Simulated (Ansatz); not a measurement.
Take La$_{2}$O$_{3}$ (space group P-3m1, No. 164; a = 3.906 Å, c = 6.040 Å) as the base. Axes: x lies along a and z along c of the hexagonal cell.

Calculations: Ansatz (an electronic-structure program), PBEsol, PAW, cutoff 420 eV, no spin-orbit coupling.

Strains are applied to the cell and any free atomic positions relax; under biaxial strain the out-of-plane vector relaxes too; under stress the whole cell relaxes.

One change was made to it. Results:

The smallest direct gap falls by 0.17 eV (3.86 eV → 3.69 eV); the band gap drops by 0.20 eV (3.77 eV → 3.57 eV).

Problem. What was done to the base?
(A) uniaxial stress, 2 GPa tension along x
(B) uniaxial stress, 0.5 GPa tension along z
(C) strain tensor (xx, yy, zz, yz, xz, xy) = (+0.27, −0.12, +0.95, −0.88, +0.68, −0.82) %
(D) isotropic strain −5.33 %
(E) biaxial strain −2.31 %, plane normal [001], relaxed out of plane

Solution. D, isotropic strain −5.33 %. For comparison, the band gap in the other runs: uniaxial stress, 2 GPa tension along x gives 3.70 eV; biaxial strain −2.31 %, plane normal [001], relaxed out of plane gives 3.69 eV; strain tensor (xx, yy, zz, yz, xz, xy) = (+0.27, −0.12, +0.95, −0.88, +0.68, −0.82) % gives 3.71 eV; uniaxial stress, 0.5 GPa tension along z gives 3.79 eV.

Stability under load was not tested beyond the relaxation.
